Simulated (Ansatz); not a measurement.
Levels about the gap of amorphous Hf₁₈O₃₉Sc₂ (59 atoms in a cell of 804 Å³, 8.11 g/cm³; zone centre alone, so wide bands show as single levels with stretches between that a denser mesh fills), at the geometry that PBE relaxed, where it gives 0.1 GPa on a denser mesh. The participation number counts the atoms over which a state spreads; weights are charges in smoothed Voronoi cells. The levels come from a single point, so bond lengths are those of that geometry. Method of the levels: PBE, scalar-relativistic without spin-orbit coupling (Ansatz, a first-principles code). Sampling: the zone centre alone; Fermi-Dirac width 0.02 eV; no spin polarisation.

It comes from a melt-quench run on a machine-learned potential (CHGNet), relaxed afterwards by DFT. O atoms were pushed apart under 1.9 Å during the dynamics, to hinder bonds among them. The hot cell started wider than the set density and was brought back towards it in steps. It is the lowest in DFT energy of 2 quenches. It is a model cell: composition and starting density were chosen by hand, and all elements were melted together. No dispersion term was used. Its density started from a set value of 8.55 and ended at 8.11 g/cm³. The simulated quench (nominally 300 K/ps over its main leg) is rapid and tends to freeze in more defects than a deposited or slowly cooled glass has. A cell of this size samples the disorder only roughly. The volume was free in the relaxation, at fixed shape. Stress components on the final sampling reach 2.2 GPa.

```tsv
E - E(highest filled), eV	filling	participation number	largest on	weight O	weight Hf	weight Sc
-0.20	filled	13.8	O, 3 neighbours	0.95	0.04	0.01
-0.18	filled	19.4	O, 2 neighbours	0.94	0.05	0.01
-0.15	filled	13.5	O, 3 neighbours	0.95	0.05	0.00
-0.09	filled	12.4	O, 2 neighbours	0.95	0.05	0.01
-0.08	filled	16.2	O, 3 neighbours	0.94	0.05	0.01
-0.06	filled	13.7	O, 3 neighbours	0.95	0.05	0.00
0.00	filled	12.0	O, 3 neighbours	0.95	0.04	0.01
4.08	empty	25.7	Hf, 6 neighbours	0.49	0.45	0.07
4.28	empty	18.1	Sc, 6 neighbours	0.34	0.47	0.19
4.43	empty	30.2	Sc, 6 neighbours	0.37	0.52	0.11
4.52	empty	15.1	Sc, 6 neighbours	0.35	0.38	0.27
4.56	empty	26.1	Sc, 6 neighbours	0.36	0.45	0.19
4.60	empty	26.5	Sc, 6 neighbours	0.39	0.47	0.14
4.72	empty	26.6	Hf, 6 neighbours	0.34	0.54	0.12
```

Most localised among these is the filled level at +0.00 eV, on a O atom, which has 3 neighbours (Sc 1.99 Å, Hf 2.07 Å, Hf 2.23 Å).
